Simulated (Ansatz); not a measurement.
The reference is MgO in the rock salt structure (space group Fm-3m, No. 225; a = 4.159 Å).

All numbers come from LDA (Ansatz, a program for electronic structure), no SOC.

Strains are applied to the cell and any free atomic positions relax.

One change was made to it. Results:

The band gap drops by 0.15 eV, from 5.03 eV to 4.88 eV; the energy goes up by 1.1 meV/atom; the gap character is still direct at Γ; the electron mass remains 0.36 mₑ (at Γ).

### Question
Which change produced these results?
A. isotropic strain +0.50 %
B. isotropic strain +3.00 %
C. isotropic strain −1.50 %
D. isotropic strain −1.00 %
E. isotropic strain −2.00 %

### Answer
A, isotropic strain +0.50 %. For comparison, the band gap in the other runs: isotropic strain +3.00 % gives 4.18 eV; isotropic strain −2.00 % gives 5.68 eV; isotropic strain −1.50 % gives 5.51 eV; isotropic strain −1.00 % gives 5.35 eV.

Masses are band curvatures over ±0.01 Å⁻¹ around the edge. No phonon test of stability was made.
